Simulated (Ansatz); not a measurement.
For RhSi₂ (model structure, started from the C54 type, Fddd, No. 70, 6 atoms in the cell), PBE (Ansatz, a program for electronic structure, PAW) gives:

```
Quantity                       Result
---------------------  --------------
volume per atom         13.77 Å³/atom
enthalpy of formation  -0.224 eV/atom
```

### Question
What does PBE-D3(BJ) (Ansatz, plane waves, PAW) give for the same quantities?

### Answer

- equilibrium volume per atom: 13.27 Å³/atom (drops by 3.6 %)
- formation enthalpy: -0.323 eV/atom (moves by -0.099 eV/atom)

Changes are worked out from the printed values.

Unless a cell is named, each level is at its own relaxed cell (PBE 13.77, PBE-D3(BJ) 13.27 Å³/atom).

Ansatz's density-functional and Hartree–Fock values are scalar-relativistic unless marked +SOC, with PAW data made under PBE.

A model structure was made by putting elements into a prototype or built by hand; it is no filed structure, need not be a known phase, and can be a saddle point held by its symmetry.
